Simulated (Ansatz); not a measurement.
## Response to strain in MgB2

Base system: MgB2 (space group P6/mmm, No. 191; a = 3.0640 Å, c = 3.4977 Å; relaxed with 0.1 eV smearing).

Strains are applied to the cell and any free atomic positions relax.

Method: PBEsol (Ansatz, an electronic-structure program, PAW, no spin-orbit coupling).

Candidates:
(a) isotropic strain −1.00 %
(b) isotropic strain −3.00 %
(c) isotropic strain +3.00 %

Notes on the quantities. energy relative to the base: free energy F.

Question: Order them by energy relative to the base, lowest first.

Answer: (a) isotropic strain −1.00 % (+4.3 meV/atom), (c) isotropic strain +3.00 % (+35 meV/atom), (b) isotropic strain −3.00 % (+40 meV/atom)

Stability against distortions was not tested. All final runs are without spin polarisation.
